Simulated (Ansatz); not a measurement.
**zincblende ZnS (F-43m): a fit under hydrostatic pressure (both signs)**

Cell and atoms relaxed with r2SCAN to each stress σ (compression positive); gaps by r2SCAN with spin-orbit coupling, rigid bands (plane waves, PAW; Ansatz, an electronic-structure program). Unloaded cell: a = b = c = 3.811 Å, α = β = γ = 60.00°.

```tsv
σ (GPa)	ln(V/V₀) (%)	gap (eV)
0	0	2.686
-2.00	2.69	2.562
2.00	-2.41	2.798
10.00	-10.19	3.169
```

Question: Fit E_g = 2.686 eV + aσ + bσ² and ε = cσ + dσ² to the loaded rows by least squares.

Answer: a = 0.0592 eV/GPa, b = -0.00109 eV/GPa²; c = -1.28 %/GPa, d = 0.0260 %/GPa².

Question: One run was withheld, at σ = 5.00 GPa. Predict its gap and its ln(V/V₀), then set them beside the run.

Answer: E_g = 2.686 + (0.0592)(5.00) + (-0.00109)(5.00)² = 2.955 eV and ε = (-1.28)(5.00) + (0.0260)(5.00)² = -5.75 %. The run gave 2.948 eV and -5.63 %, misses of 0.007 eV and 0.12 percentage points.

Gaps are resolved to about 0.01 eV; third decimals are kept for the arithmetic. Every relaxation keeps the zincblende phase (space group F-43m under this load), so a transition, a distortion that breaks the symmetry or fracture can't show.
